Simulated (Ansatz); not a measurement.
Start from Te (space group P3_121, No. 152; made of chains).

```yaml
crystal:
  lattice:
    - [4.62412, 0.00000, 0.00000]
    - [-2.31206, 4.00460, 0.00000]
    - [0.00000, 0.00000, 5.90339]
  atoms:
    - { symbol: Te, position: [0.25335, 0.00000, 0.33333] }
    - { symbol: Te, position: [0.00000, 0.25335, 0.66667] }
    - { symbol: Te, position: [0.74665, 0.74665, 0.00000] }
```

Cartesian axes are those of the cell as printed.

The values are results of r2SCAN (Ansatz, a program for electronic structure, PAW, no SOC), not measurements.

Strains are applied to the cell and any free atomic positions relax; under biaxial strain the out-of-plane vector relaxes too.

One change was made to it. Results:

The electron mass becomes 0.099 mₑ out of plane, 0.15 mₑ in plane (at H) (base: 0.089 mₑ along c, 0.11 mₑ across (at H)); the band gap grows by 0.13 eV (0.55 eV → 0.68 eV).

**Question.** Which of these changes matches the shifts?
A) isotropic strain +2.50 %
B) biaxial strain +1.64 %, plane normal [001], relaxed out of plane
C) uniaxial strain ε_xx = −4.81 %
D) uniaxial strain ε_zz = +0.72 %
E) biaxial strain +3.71 %, plane normal [001], relaxed out of plane

**Answer.** B, biaxial strain +1.64 %, plane normal [001], relaxed out of plane. For comparison, the band gap in the other runs: uniaxial strain ε_zz = +0.72 % gives 0.50 eV; isotropic strain +2.50 % gives 0.51 eV; uniaxial strain ε_xx = −4.81 % gives 0.48 eV; biaxial strain +3.71 %, plane normal [001], relaxed out of plane gives 0.83 eV.

With Te present, leaving out spin-orbit coupling can change the band edges. Masses are band curvatures over ±0.01 Å⁻¹ around the edge. Whether these cells are dynamically stable was not tested. No dispersion term is included, though the crystal is made of layers, chains or molecules, so its spacings can come out too wide.
